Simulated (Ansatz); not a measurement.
The reference is SiO$_{2}$ in the rutile structure (space group P4_2/mnm, No. 136).

```
SiO2
1.0
    4.15488     0.00000     0.00000
    0.00000     4.15488     0.00000
    0.00000     0.00000     2.66145
Si O
2 4
Direct
  0.00000   0.00000   0.00000
  0.50000   0.50000   0.50000
  0.30558   0.30558   0.00000
  0.80558   0.19442   0.50000
  0.19442   0.80558   0.50000
  0.69442   0.69442   0.00000
```

Cartesian axes are those of the cell as printed.

All numbers come from LDA, PAW, 420 eV (Ansatz, a program for electronic structure; without spin-orbit coupling).

Now apply this change: every lattice vector is stretched by 0.60 %; the atoms relax in the strained cell.

Task: Predict the stress tensor and what it implies for the stiffness.

Result: Stress of the strained cell less that of the base (GPa, compression positive):
```
  -4.95    0.00    0.00
   0.00   -4.95    0.00
   0.00    0.00   -6.59
```

Then B = −ΔP/(ΔV/V₀) with ΔV/V₀ = 0.0181 gives secant stiffness values (nonlinear terms included at this strain): B (at held cell shape, above the free-shape value) ≈ 304 GPa.

No phonon test of stability was made.
